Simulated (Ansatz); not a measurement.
The reference is YN in the rock salt structure (space group Fm-3m, No. 225; a = 4.906 Å).

Method: Ansatz (a first-principles code), PBE, PAW, cutoff 420 eV, no spin-orbit coupling.

Strains are applied to the cell and any free atomic positions relax.

One change was made to it. Results:

The smallest direct gap goes up by 0.16 eV, from 0.61 eV to 0.77 eV; the electron mass changes from 1.3 mₑ along k, 0.11 mₑ across (at X) to 1.3 mₑ along k, 0.14 mₑ across (at X); the energy increases by 38 meV/atom.

What was done to the base?
(A) isotropic strain +0.50 %
(B) isotropic strain +1.50 %
(C) isotropic strain +2.50 %

C, isotropic strain +2.50 %. For comparison, the electron mass in the other runs: isotropic strain +0.50 % gives 1.3 mₑ along k, 0.12 mₑ across (off the special points); isotropic strain +1.50 % gives 1.3 mₑ along k, 0.13 mₑ across (at X).

Masses are band curvatures over ±0.01 Å⁻¹ around the edge. Along k means along the line from Γ to the band edge. Whether these cells are dynamically stable was not tested. The zero or small gap of YN can change with the level of theory.
